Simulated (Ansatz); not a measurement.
Start from VO$_{2}$ in the rutile structure (space group P4_2/mnm, No. 136; ferromagnetic).

```xyz
6
Lattice="4.5372 0.0000 0.0000 0.0000 4.5372 0.0000 0.0000 0.0000 2.8031" Properties=species:S:1:pos:R:3 pbc="T T T"
V      0.0000     0.0000     1.4016
V      2.2686     2.2686     0.0000
O      1.3565     1.3565     1.4016
O      3.1807     3.1807     1.4016
O      3.6251     0.9121     0.0000
O      0.9121     3.6251     0.0000
```

All numbers come from Ansatz (a quantum-chemistry and plane-wave program), PBEsol, PAW, cutoff 420 eV, without spin-orbit coupling, earlier PAW set.

One change was made to it. Results:

```tsv
quantity	base	after
band gap	zero	zero
shortest interatomic distance	1.905 Å	1.854 Å
```

Problem. What was done to the base?
A. pressure 9 GPa
B. pressure 0.9 GPa
C. pressure 4.5 GPa
D. pressure 22.5 GPa
E. pressure −2 GPa

Solution. D, pressure 22.5 GPa. For comparison, the shortest interatomic distance in the other runs: pressure 4.5 GPa gives 1.897 Å; pressure 0.9 GPa gives 1.903 Å; pressure 9 GPa gives 1.888 Å; pressure −2 GPa gives 1.908 Å.

Other magnetic orders, which the real material may have, were not ruled out. Load acts through the strain it causes; cell and atoms are relaxed under it. Whether these cells are dynamically stable was not tested. No other phases were tried under pressure. No Hubbard U is applied, and correlation can decide whether such a compound is a metal. The base started in Pnnm and relaxed to P4_2/mnm at this level.
